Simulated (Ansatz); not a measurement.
## Pressure series in SnTe

Base system: SnTe in the rock salt structure (space group Fm-3m, No. 225).

```yaml
crystal:
  lattice:
    - [0.00000, 3.20463, 3.20463]
    - [3.20463, 0.00000, 3.20463]
    - [3.20463, 3.20463, 0.00000]
  atoms:
    - { symbol: Te, position: [0.00000, 0.00000, 0.00000] }
    - { symbol: Sn, position: [0.50000, 0.50000, 0.50000] }
```

Cell and atoms are relaxed at each pressure.

Calculations: Kohn–Sham DFT with the PBE functional, run in Ansatz (a quantum-chemistry and plane-wave program) with PAW and 420 eV plane waves, no spin-orbit coupling, earlier PAW set.

Notes on the quantities. enthalpy: H = E + PV relative to the base's energy.

```
variant            lattice parameter a       enthalpy
-----------------  -------------------  -------------
base                          640.9 pm              –
pressure −2 GPa               653.0 pm  -0.42 eV/atom
pressure −1 GPa               646.6 pm  -0.21 eV/atom
pressure 0.9 GPa              636.5 pm  +0.18 eV/atom
pressure 15 GPa               594.6 pm  +2.71 eV/atom
pressure 22.5 GPa                  [?]  +3.90 eV/atom
pressure 30 GPa               570.9 pm  +5.02 eV/atom
```

**Question.** What belongs in the blanks?

**Answer.** 
- pressure 22.5 GPa, lattice parameter a: 581.3 pm

Load acts through the strain it causes; cell and atoms are relaxed under it. Stability against distortions was not tested. Competing high-pressure phases were not computed. The final runs are not spin-polarised.
